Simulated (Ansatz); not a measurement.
**AgAl (model structure, Fm-3m, No. 225, 2 atoms in the cell): bulk modulus by level of theory**

No measured value is used here.

```csv
level (code),value (GPa),cell (Å³/atom)
LDA (Ansatz),83.7,18.22
PBE (Ansatz),?,19.77
PBEsol (Ansatz),76.6,18.83
r²SCAN (Ansatz),69.4,19.32
```

**Question.** Fill in the missing entries.

**Answer.** 
- PBE (Ansatz, a program for electronic structure), value (GPa): 64.8

LDA, PBE, PBEsol, r²SCAN: the bulk modulus is −V dP/dV from two relaxed cells at ±2 % in volume. Each level is taken at its own relaxed cell. Cutoffs differ between the levels. Ansatz's density-functional and Hartree–Fock values are scalar-relativistic unless marked +SOC, with PAW data made under PBE.

A model structure was made by putting elements into a prototype or built by hand; it is no filed structure, need not be a known phase, and can be a saddle point held by its symmetry.
